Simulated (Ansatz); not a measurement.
Levels about the gap of amorphous Si₃₀N₄₂Mg₃ (75 atoms in a cell of 840 Å³, 2.97 g/cm³; zone centre alone, so wide bands show as single levels with stretches between that a denser mesh fills), at the geometry that PBE relaxed, where it gives 1.8 GPa on a denser mesh. The participation number counts the atoms over which a state spreads; weights are charges in smoothed Voronoi cells. The levels come from a single point, so bond lengths are those of that geometry. Method of the levels: r2SCAN, scalar-relativistic without spin-orbit coupling (Ansatz, a program for electronic structure). Sampling: the zone centre alone; Fermi-Dirac width 0.02 eV; no spin polarisation.

Preparation: random packing, a CHGNet melt and quench, and a DFT relaxation. N atoms were pushed apart under 1.9 Å during the dynamics, to hinder bonds among them. The hot cell started wider than the set density and was brought back towards it in steps. It is the lowest in DFT energy of 2 quenches. It is a model cell: composition and starting density were chosen by hand, and all elements were melted together. No dispersion term was used. Its density started from a set value of 2.97 and ended at 2.97 g/cm³. The quench (nominally 380 K/ps over its main leg) was far faster than any real one, so the model tends to hold more defects than a real film. Values belong to this one cell and scatter from quench to quench. The volume was held where the preparation left it and the shape relaxed, at a PBE pressure of 1.8 GPa. Stress components on the final sampling reach 2.0 GPa.

| E - E(highest filled), eV | filling | participation number | largest on | weight N | weight Si | weight Mg |
|---|---|---|---|---|---|---|
| -0.43 | filled | 27.8 | N, 3 neighbours | 0.89 | 0.10 | 0.01 |
| -0.34 | filled | 18.8 | N, 3 neighbours | 0.90 | 0.09 | 0.00 |
| -0.31 | filled | 23.7 | N, 4 neighbours | 0.89 | 0.10 | 0.02 |
| -0.24 | filled | 20.2 | N, 3 neighbours | 0.90 | 0.09 | 0.01 |
| -0.21 | filled | 24.3 | N, 3 neighbours | 0.90 | 0.09 | 0.01 |
| 0.00 | filled | 12.6 | N, 3 neighbours | 0.90 | 0.09 | 0.01 |
| 0.00 | filled | 6.6 | N, 3 neighbours | 0.89 | 0.10 | 0.01 |
| 3.31 | empty | 22.5 | Si, 5 neighbours | 0.50 | 0.45 | 0.05 |
| 3.76 | empty | 17.8 | Si, 4 neighbours | 0.46 | 0.53 | 0.01 |
| 4.40 | empty | 30.0 | Si, 4 neighbours | 0.45 | 0.52 | 0.03 |
| 4.59 | empty | 33.5 | Si, 4 neighbours | 0.47 | 0.44 | 0.09 |
| 4.70 | empty | 36.4 | Si, 4 neighbours | 0.46 | 0.46 | 0.09 |
| 4.73 | empty | 47.6 | Si, 4 neighbours | 0.44 | 0.46 | 0.10 |
| 4.94 | empty | 41.0 | Si, 4 neighbours | 0.46 | 0.51 | 0.04 |

Most localised among these is the filled level at +0.00 eV, on a N atom, which has 3 neighbours (Si 1.66 Å, Si 1.67 Å, Mg 2.00 Å).
